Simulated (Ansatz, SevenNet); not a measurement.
Ta2N (model structure, started from the CdI2 type, P-3m1, No. 164, 3 atoms in the cell): properties by level of theory

```tsv
level (code)	lattice parameter a (Å)	lattice parameter c (Å)
SevenNet-l3i5	3.109	4.871
PBEsol (Ansatz)	3.077	4.826
PBE-D3(BJ) (Ansatz)	3.074	4.854
```

Ansatz's density-functional and Hartree–Fock values are scalar-relativistic unless marked +SOC, with PAW data made under PBE.

Static lattice: no zero-point or thermal effects.

A model structure was made by putting elements into a prototype or built by hand; it is no filed structure, need not be a known phase, and can be a saddle point held by its symmetry.

Ansatz is a first-principles code.
